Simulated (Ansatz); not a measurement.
Base system: Cu in the fcc (Cu type) structure (space group Fm-3m, No. 225).

```yaml
crystal:
  lattice:
    - [0.00000, 1.78838, 1.78838]
    - [1.78838, 0.00000, 1.78838]
    - [1.78838, 1.78838, 0.00000]
  atoms:
    - { symbol: Cu, position: [0.00000, 0.00000, 0.00000] }
```

Computed with DFT with r2SCAN, PAW potentials and a 500 eV plane-wave cutoff in Ansatz (an electronic-structure program), no SOC.

For the base:

The lattice parameter a comes out as 3.577 Å.

Now apply this change: a negative pressure, −1 GPa.

Estimate the effect on the lattice parameter a.

The lattice parameter a grows by 0.007 Å (3.577 Å → 3.584 Å).

Load acts through the strain it causes; cell and atoms are relaxed under it. No phonon test of stability was made. All final runs are without spin polarisation.
